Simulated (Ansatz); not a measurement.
# Point defect B_Si+C_Si in silicon

These are PBE, PAW (plane waves to 420 eV; Ansatz, a first-principles code) values and carry that method's errors. A 2×2×2 supercell of 64 sites was used; the energies come from a 2×2×2 shifted sampling of its zone. Sites at the start: the Si site; Si 2.37 Å away. Energies of charged states are corrected for periodic images (point charge plus alignment at distant sites). Dielectric constants: PBE linear response of the host. Host gap at this level: 0.61 eV. A cell of this size leaves errors of a few tenths of an eV. Levels are measured in PBE's own, too narrow, gap. Spin–orbit coupling is left out. Each state is the lowest found from its start.

```
charge         moment (μB)  point group  largest move off a lattice site (Å)  image correction with alignment (eV)
------  ------------------  -----------  -----------------------------------  ------------------------------------
+1†     not spin-polarised            –                                 0.41                                 -0.14
0†                quenched            –                                 0.39                                  0.00
−1      not spin-polarised          C3v                                 0.39                                  0.29
```

† Not settled in this cell, so no level is given: charge +1: a level filled in part, carriers not clearly localised, level within 0.1 eV of a band edge or past it; charge 0: a level filled in part, carriers not clearly localised, level within 0.1 eV of a band edge or past it.

Point groups are those of the whole cell at tolerances of 0.03 and 0.1 Å ("near" where only the looser one holds); none is given for unsettled states.

Starting moments that weren't kept: charge 0 began with 1 μB and ended with 0.0.

Flagged in the runs: a doubtful potential alignment.

All states together cost roughly 60 core-minutes.
